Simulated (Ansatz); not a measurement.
The parent structure is MgS in the rock salt structure (space group Fm-3m, No. 225; a = 5.129 Å). Axes: x, y, z lie along the cube axes.

Calculations: LDA (Ansatz, a first-principles code, PAW, no spin-orbit coupling).

Strains are applied to the cell and any free atomic positions relax; under biaxial strain the out-of-plane vector relaxes too.

One change was made to it. Results:

```json
[
 {"quantity": "energy relative to the base (free energy F)", "base": "0 meV/atom", "after": "+0.3 meV/atom"},
 {"quantity": "smallest direct gap", "base": "3.83 eV", "after": "3.85 eV"},
 {"quantity": "band gap", "base": "2.65 eV", "after": "2.64 eV"}
]
```

Name the change that was made.
A. biaxial strain −0.42 %, plane normal [111], relaxed out of plane
B. biaxial strain −2.50 %, plane normal [111], relaxed out of plane
C. biaxial strain +0.83 %, plane normal [111], relaxed out of plane
D. biaxial strain −1.25 %, plane normal [111], relaxed out of plane

A, biaxial strain −0.42 %, plane normal [111], relaxed out of plane. For comparison, the smallest direct gap in the other runs: biaxial strain −1.25 %, plane normal [111], relaxed out of plane gives 3.90 eV; biaxial strain −2.50 %, plane normal [111], relaxed out of plane gives 3.94 eV; biaxial strain +0.83 %, plane normal [111], relaxed out of plane gives 3.64 eV.

Stability against distortions was not tested.
